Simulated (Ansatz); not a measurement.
F on the 1x1 (111) surface of fcc Pd, one in a 2x2 cell: adsorption energies (eV for each) against ½ F2(g) in Ansatz (plane waves, PAW). Structures relaxed with PBE; the other functionals are single points on them, with slab and gas at the same level. No dispersion, zero-point or thermal terms. Rows are starts at which the adsorbate stayed; left out, since it moved away, changed or didn't bind there, or the run didn't converge: bridge Pd-Pd (span 2.8 Å).

Slab: 17 atoms, 6.8 Å thick at the start under the adsorbate (thin: gaps and levels are the slab's own); k 6x6x1, smearing 0.1 eV, dipole-corrected; 8 atoms held, the rest relaxed; each run with such symmetry as its start has; no spin, no spin-orbit, no U, no dispersion correction.

| site | PBE | RPBE | r2SCAN |
|---|---|---|---|
| top Pd | -1.85 | -1.74 | -2.11 |
| hollow Pd-Pd-Pd over Pd at depth 2.3 Å | -1.95 | -1.77 | -2.29 |
| hollow Pd-Pd-Pd over Pd at depth 4.5 Å | -2.08 | -1.88 | -2.45 |

RPBE moves the energies by 0.16 eV on average against PBE and puts 'hollow Pd-Pd-Pd over Pd at depth 4.5 Å' lowest, as PBE does. r2SCAN moves the energies by -0.32 eV on average against PBE and puts 'hollow Pd-Pd-Pd over Pd at depth 4.5 Å' lowest, as PBE does.

Ansatz is a quantum-chemistry and plane-wave program.
